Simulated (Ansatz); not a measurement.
Start from AlN in the wurtzite structure (space group P6_3mc, No. 186; a = 3.089 Å, c = 4.943 Å). Axes: x lies along a and z along c of the hexagonal cell.

All numbers come from Ansatz (a first-principles code), LDA, PAW, cutoff 420 eV, spin-orbit coupling left out.

For the base:

| Property | Result |
|---|---|
| Valence-band top at Γ | 0.00, -0.23, -0.23 eV |
| Gap character | direct at Γ |
| Band gap | 4.42 eV |

Now apply this change: the cell is compressed by 0.60 % along x with no lateral relaxation, atoms relaxed at fixed cell.

How does this affect the valence-band top at Γ?

The valence-band top at Γ (three highest levels, from the VBM) becomes 0.00, -0.18, -0.22 eV (base: 0.00, -0.23, -0.23 eV).

Estimate the effect on the energy relative to the base.

The energy goes up by 0.5 meV/atom.

Estimate the effect on the gap character.

The gap character is still direct at Γ.

Predict the new stress.

The stress (xx, yy, zz, yz, xz, xy; compression positive) is (2.40, 0.87, 0.67, 0.00, 0.00, 0.00) GPa.

How does this affect the band gap?

The band gap grows by 0.07 eV to 4.49 eV.

The cells carry an imposed strain or load. Whether these cells are dynamically stable was not tested. k-point labels follow each cell's own Brillouin zone.
